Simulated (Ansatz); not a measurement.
Task: Name crystals whose band gap lies between 1.09 and 1.71 eV and whose electron conductivity mass lies between 0.24 and 0.37 mₑ, by r2SCAN, rigid bands in Ansatz (a quantum-chemistry and plane-wave program).

Result: Many crystals can fit; among those computed here:
- BP (F-43m): 1.40 eV, 0.32 mₑ
- BAs (F-43m): 1.36 eV, 0.30 mₑ

Masses are for dilute carriers at 300 K, harmonic means over directions unless an axis is named. Spin-orbit coupling is left out.
